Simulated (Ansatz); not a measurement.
Defect migration in bcc Ta: interstitial N, neutral cell. Level of theory: PBE, PAW (plane waves to 420 eV; Ansatz, a quantum-chemistry and plane-wave program).

Settings: 36 host sites, the relaxed PBE lattice, a 2×2×3 k-point mesh shifted by half a step, smearing 0.10 eV, spin-restricted, no image-charge correction. Static, classical nuclei. Spin-orbit coupling is left out. Sites that were not tried may lie lower.

Barriers: single points on a 3×3×4 k-point mesh shifted by half a step at the bands' geometries.

The step: several atoms move together, N the farthest. Atoms about the jump, Cartesian Å from the middle of the jump, before and after:

| atom | x0 | y0 | z0 | x1 | y1 | z1 |
|---|---|---|---|---|---|---|
| N1 | 0.00 | 0.00 | 0.83 | 0.00 | 0.00 | -0.83 |
| Ta2 | -2.01 | 0.00 | 0.83 | -1.58 | 0.00 | 0.77 |
| Ta3 | 0.00 | -1.58 | -0.77 | 0.00 | -2.01 | -0.83 |
| Ta4 | 0.00 | 1.58 | -0.77 | 0.00 | 2.01 | -0.83 |
| Ta5 | 2.01 | 0.00 | 0.83 | 1.58 | 0.00 | 0.77 |
| Ta6 | -1.69 | 0.00 | -2.49 | -1.58 | 0.00 | -2.43 |
| Ta7 | 0.00 | -1.58 | 2.43 | 0.00 | -1.69 | 2.49 |
| Ta8 | 1.69 | 0.00 | -2.49 | 1.58 | 0.00 | -2.43 |
| Ta9 | 0.00 | 1.58 | 2.43 | 0.00 | 1.69 | 2.49 |

Predict the transition state.


| atom | x | y | z |
|---|---|---|---|
| N1 | 0.00 | 0.00 | -0.01 |
| Ta2 | -1.81 | 0.00 | 0.87 |
| Ta3 | 0.00 | -1.81 | -0.89 |
| Ta4 | 0.00 | 1.81 | -0.89 |
| Ta5 | 1.81 | 0.00 | 0.87 |
| Ta6 | -1.71 | 0.00 | -2.55 |
| Ta7 | 0.00 | -1.71 | 2.53 |
| Ta8 | 1.71 | 0.00 | -2.55 |
| Ta9 | 0.00 | 1.70 | 2.53 |
It lies 1.35 eV above the start and 1.35 eV above the end. The saddle point's order was not checked, and it lies on a symmetry element of the cell, where a band can be held.
